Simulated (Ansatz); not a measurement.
Results of PBEsol (Ansatz, an electronic-structure program, plane waves, PAW) for Sr₂TaNO₃ (Immm, No. 71, 7 atoms in the cell; start mp-1218704).

Settings: plane-wave cutoff 520 eV, 12×12×12 k mesh, Fermi–Dirac smearing 0.01 eV, scalar-relativistic PAW data made under PBE.

Cell (relaxed at this level):

```yaml
crystal:
  lattice:
    - [-1.99573, 2.02514, 6.27577]
    - [1.99573, -2.02514, 6.27577]
    - [1.99573, 2.02514, -6.27577]
  atoms:
    - { symbol: Sr, position: [0.64475, 0.64475, 0.00000] }
    - { symbol: Sr, position: [0.35525, 0.35525, 0.00000] }
    - { symbol: Ta, position: [0.00000, 0.00000, 0.00000] }
    - { symbol: N, position: [0.50000, 0.00000, 0.50000] }
    - { symbol: O, position: [0.83856, 0.83856, 0.00000] }
    - { symbol: O, position: [0.16144, 0.16144, 0.00000] }
    - { symbol: O, position: [0.00000, 0.50000, 0.50000] }
```

Task: Predict the band gap.

Result: 
- band gap: 0.59 eV

Spin–orbit coupling is not included.

Static lattice: no zero-point or thermal effects.

It cost about 2.1 core-minutes (a rough figure) of CPU time.

A start named mp-… is a Materials Project structure, which need not be a measured phase.
